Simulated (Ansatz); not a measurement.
Base system: KMgF3 in the cubic perovskite structure (space group Pm-3m, No. 221; a = 4.054 Å).

Computed with Ansatz (a quantum-chemistry and plane-wave program), PBE, PAW, cutoff 420 eV, without spin-orbit coupling.

Strains are applied to the cell and any free atomic positions relax.

One change was made to it. Results:

| quantity | base | after |
|---|---|---|
| width of the top valence band | 0.52 eV | 0.57 eV |
| smallest direct gap | 7.28 eV | 7.82 eV |
| mean gap deformation potential ΔEg/Δln V | – | -7.4 eV |
| pressure | 0.01 GPa | 5.68 GPa |

Question: Which of these changes matches the shifts?
(A) isotropic strain −0.60 %
(B) isotropic strain −1.20 %
(C) isotropic strain −3.00 %
(D) isotropic strain −1.80 %
(E) isotropic strain −2.40 %

Answer: E, isotropic strain −2.40 %. For comparison, the smallest direct gap in the other runs: isotropic strain −1.20 % gives 7.54 eV; isotropic strain −1.80 % gives 7.68 eV; isotropic strain −0.60 % gives 7.41 eV; isotropic strain −3.00 % gives 7.97 eV.

Stability against distortions was not tested.
